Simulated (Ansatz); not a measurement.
The starting structures come from a database of crystals and need not be the phases stable at ambient conditions.

 Where the default PAW files enter, the runs use the earlier of Ansatz's two default sets.

Inside the gap of an insulator the Bloch states are evanescent, with a wavenumber k + iκ along the transport direction.

Here is the system:

```xyz
12
Lattice="5.6346 0.0000 0.0000 0.0000 5.6346 0.0000 2.8173 -2.8173 6.3043" Properties=species:S:1:pos:R:3 pbc="T T T"
K      5.6346     0.0000     6.3043
K      5.6346     2.8173     3.1522
Tc     0.0000     0.0000     0.0000
Tc     2.8173     0.0000     3.1522
O      0.6662     1.2393     0.9739
O      7.2125     0.6662     4.1260
O      4.9683     4.3953     0.9739
O      4.0566    -0.6662     4.1260
O      2.1511     4.3953     2.1783
O      4.0566     2.1511     5.3304
O      3.4835     1.2393     2.1783
O      7.2125    -2.1511     5.3304
```

Space group of this cell: I4_1/a. The cell is taken as given; by PBEsol its mean pressure is 1.4 GPa.

Transport runs along the normal of the first two printed cell vectors, the (001) plane of the conventional cell.

The gap is the functional's own. No spin-orbit coupling. Mid-gap values are interpolated on the energy grid.

Predict the band gap and the smallest decay constant κ at mid-gap from PBEsol run with Ansatz (an electronic-structure program).

Gap 3.46 eV on a 6×6×6 mesh; κ = 0.548 1/Å, at the zone centre.
